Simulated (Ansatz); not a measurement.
**Point-defect migration in silicon**

Some mobile defects of silicon. These are PBE, PAW (plane waves to 420 eV; Ansatz, a program for electronic structure) values and carry that method's errors.

Barriers are those of the lowest checked hop between equivalent sites, from the lowest site run (climbing-image NEB, static, fixed cells, no finite-size terms; on the finer meshes named, energies are single points at the band's geometries). One hop need not carry long-range diffusion, and untried routes could be lower. Saddle orders were checked for a part of the study's bands only and are not shown. Charge states are imposed. Spin-orbit coupling is left out.

```json
[
 {"Defect": "interstitial Ca, charge +2", "Route": "Ca moves farthest", "Hop (Å)": "2.35", "Direction in the unit cell": "(-0.25, 0.25, -0.25)", "Neighbours at the saddle": "6 Si at 2.57 Å", "Cell": "64 sites, 3×3×3 shifted", "Barrier (eV)": "?"},
 {"Defect": "interstitial Be, charge +2", "Route": "Be moves farthest", "Hop (Å)": "2.36", "Direction in the unit cell": "(0.25, -0.25, -0.25)", "Neighbours at the saddle": "4 Si at 2.33, 2 Si at 2.34 Å", "Cell": "64 sites, 3×3×3 shifted", "Barrier (eV)": "0.07"},
 {"Defect": "interstitial P, charge +1", "Route": "P moves farthest", "Hop (Å)": "1.93", "Direction in the unit cell": "(0.00, -0.25, 0.25)", "Neighbours at the saddle": "Si at 2.16, 2 Si at 2.30 Å", "Cell": "64 sites, 3×3×3 shifted", "Barrier (eV)": "0.73"},
 {"Defect": "interstitial Au, charge +1", "Route": "Au moves farthest", "Hop (Å)": "1.88", "Direction in the unit cell": "(-0.24, 0.24, 0.00)", "Neighbours at the saddle": "2 Si at 2.50, 2 Si at 2.52, Si at 2.77, 4 Si at 2.79, Si at 2.82 Å", "Cell": "64 sites, 3×3×3 shifted", "Barrier (eV)": "0.08"},
 {"Defect": "interstitial P, charge -1", "Route": "P moves farthest", "Hop (Å)": "1.26", "Direction in the unit cell": "(0.00, -0.16, 0.16)", "Neighbours at the saddle": "Si at 2.16, Si at 2.20, Si at 2.61 Å", "Cell": "64 sites, 3×3×3 shifted", "Barrier (eV)": "0.10"},
 {"Defect": "interstitial Cu, charge +1", "Route": "Cu moves farthest", "Hop (Å)": "2.37", "Direction in the unit cell": "(0.25, 0.25, -0.25)", "Neighbours at the saddle": "6 Si at 2.37 Å", "Cell": "64 sites, 3×3×3 shifted", "Barrier (eV)": "0.11"},
 {"Defect": "interstitial Ag, charge +1", "Route": "Ag moves farthest", "Hop (Å)": "2.36", "Direction in the unit cell": "(0.25, -0.25, -0.25)", "Neighbours at the saddle": "6 Si at 2.46 Å", "Cell": "64 sites, 3×3×3 shifted", "Barrier (eV)": "0.38"}
]
```

### Question
What belongs in the gaps?

### Answer

- interstitial Ca, charge +2, Barrier (eV): 1.54
